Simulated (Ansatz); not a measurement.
## Response to strain in ScAl3

Consider ScAl$_{3}$ in the Cu3Au type structure (space group Pm-3m, No. 221; relaxed with 0.1 eV smearing).

```yaml
crystal:
  lattice:
    - [4.03268, 0.00000, 0.00000]
    - [0.00000, 4.03268, 0.00000]
    - [0.00000, 0.00000, 4.03268]
  atoms:
    - { symbol: Sc, position: [0.00000, 0.00000, 0.00000] }
    - { symbol: Al, position: [0.00000, 0.50000, 0.50000] }
    - { symbol: Al, position: [0.50000, 0.00000, 0.50000] }
    - { symbol: Al, position: [0.50000, 0.50000, 0.00000] }
```

Cartesian axes are those of the cell as printed.

Strains are applied to the cell and any free atomic positions relax; under biaxial strain the out-of-plane vector relaxes too.

Calculations: LDA (Ansatz, a first-principles code), no spin-orbit coupling.

Notes on the quantities. pressure: mean of the normal stresses, compression positive; energy relative to the base: free energy F.

| case | pressure | shortest interatomic distance | energy relative to the base | out-of-plane strain |
|---|---|---|---|---|
| base | 0.0 GPa | 2.852 Å | 0 meV/atom | – |
| biaxial strain −3.00 %, plane normal [001], relaxed out of plane | 5.2 GPa | 2.766 Å | +23 meV/atom | +1.34 % |
| biaxial strain −2.40 %, plane normal [001], relaxed out of plane | 4.0 GPa | 2.783 Å | +14 meV/atom | +1.07 % |
| biaxial strain −1.80 %, plane normal [001], relaxed out of plane | 2.9 GPa | 2.800 Å | +7.8 meV/atom | +0.80 % |
| biaxial strain −1.20 %, plane normal [001], relaxed out of plane | 1.9 GPa | 2.817 Å | +3.4 meV/atom | +0.53 % |
| biaxial strain −0.60 %, plane normal [001], relaxed out of plane | 0.9 GPa | 2.834 Å | +0.8 meV/atom | +0.27 % |

Whether these cells are dynamically stable was not tested. All final runs are without spin polarisation.
